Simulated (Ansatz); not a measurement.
Input:

```
NaCl
1.0
    3.94103     0.00000     0.00000
    0.00000     3.94103     0.00000
    1.97052    -1.97052     2.80742
Na Cl
1 1
Direct
  0.00000   0.00000   0.00000
  0.50000   0.50000   0.00000
```

No spin polarisation.

Computed with Kohn–Sham DFT with the PBEsol functional, run in Ansatz (an electronic-structure program) with PAW and 420 eV plane waves, no spin-orbit coupling. Settings: 10×10×10 k-points, 0.05 eV Fermi–Dirac smearing.

Problem. What band gap does the calculation give?

Solution. 5.04 eV.

Problem. Estimate the space group.

Solution. I4/mmm (No. 139).

Problem. What electron mass does the calculation give?

Solution. 0.39 mₑ (at Γ).

Problem. Estimate the gap character.

Solution. Direct at Γ.

The cells carry an imposed strain or load. Masses are band curvatures over ±0.01 Å⁻¹ around the edge. Stability against distortions was not tested. The cell was made from NaCl in the rock salt structure (space group Fm-3m, No. 225) by this change: biaxial strain −0.50 %, plane normal [001], relaxed out of plane.
